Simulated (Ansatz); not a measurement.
**CdCu2GeSe4: stress against strain**

CdCu2GeSe4 (I-42m, 22.624 Å³/atom and stress up to 0.01 GPa in the relaxed cell, c along z) under an equal strain ε in the (001) plane with the normal axis free, as in a coherent film. PBEsol in Ansatz, a plane-wave DFT program (PAW, default set), 420 eV, 8×8×8 Γ-centred mesh, Fermi-Dirac smearing 0.05 eV; ions are relaxed, or left where forces stay under 0.02 eV/Å, within the symmetry of each cell. Stress is positive for a compressed cell.

Here s stands for strain and y for stress xx.

| strain (%) | stress xx (GPa) |
|---|---|
| -3.00 | ? |
| -1.50 | 1.10 |
| -0.75 | 0.54 |
| 0.00 | 0.00 |
| 0.75 | -0.50 |
| 1.50 | -0.99 |

Q: Using a straight line, estimate the missing y at s = -3.00 from the other rows, showing the fit.

A: Means: s 0, y 0.030. About the means, the sum of products is -3.9150 and the sum of squares of s is 5.6250; the slope is their ratio. Least squares gives y = 0.030 - 0.6960·s. Residuals (row less fit): 0.026, -0.012, -0.030, -0.008, 0.024; standard error 0.028 (degrees of freedom: 3). The slope gives the biaxial elastic modulus of this plane = 70 ± 1 GPa (± standard error of the fit, which holds the terms cut off). At the withheld row, y = 0.030 - 0.6960 × (-3.00) = 2.118 GPa. The calculation gives 2.28 GPa, 0.162 GPa above the prediction (5.0 % of the range of y in the table). The row lies outside the fitted rows, so this is an extrapolation. From the scatter of the fitted rows alone, a prediction at this place has a standard error of 0.047 GPa, so the miss is 3.4 times that.

A polynomial of degree 2 through the 8 other runs of the series gives 2.28 there, so most of the miss is curvature that the fit leaves out. This level leaves no gap over 0.05 eV at strain -3.00, -1.50, -0.75, 0.00, 0.75 %. The start is a measured cell from the literature; how it stands against other phases or cation orders wasn't checked. Rows are the converged runs of the series near zero and its far end; series whose fitted rows scatter by over a few per cent of the range, as at a crossing or softening among them, aren't shown in this form, nor equations of state whose B0' disagrees with the runs' pressures. Most that stay on the fit to the last digits aren't either.
